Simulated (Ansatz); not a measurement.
Pressure series in SiC

Base system: SiC in the wurtzite structure (space group P6_3mc, No. 186; a = 3.0759 Å, c = 5.0477 Å).

Cell and atoms are relaxed at each pressure.

Method: PBEsol (Ansatz, a program for electronic structure), no spin-orbit coupling.

Notes on the quantities. enthalpy: H = E + PV relative to the base's energy.

```tsv
change	lattice parameter a	band gap	enthalpy	smallest direct gap
base	3.076 Å	2.12 eV	–	3.86 eV
pressure −2 GPa	3.085 Å	2.14 eV	-0.13 eV/atom	3.84 eV
pressure −1 GPa	3.081 Å	2.13 eV	-0.06 eV/atom	3.85 eV
pressure 0.3 GPa	3.075 Å	2.12 eV	+0.02 eV/atom	3.86 eV
pressure 0.7 GPa	…	2.12 eV	+0.05 eV/atom	3.86 eV
pressure 1.5 GPa	3.069 Å	2.11 eV	+0.10 eV/atom	3.87 eV
pressure 3 GPa	3.063 Å	2.10 eV	+0.19 eV/atom	3.88 eV
pressure 5 GPa	3.054 Å	2.09 eV	+0.32 eV/atom	3.90 eV
pressure 7.5 GPa	3.044 Å	2.07 eV	+0.48 eV/atom	3.92 eV
pressure 10 GPa	3.034 Å	2.05 eV	+0.63 eV/atom	…
```

Question: Some entries are withheld; estimate them.

Answer: 
- pressure 0.7 GPa, lattice parameter a: 3.073 Å
- pressure 10 GPa, smallest direct gap: 3.94 eV

Load acts through the strain it causes; cell and atoms are relaxed under it. Stability against distortions was not tested. No other phases were tried under pressure.
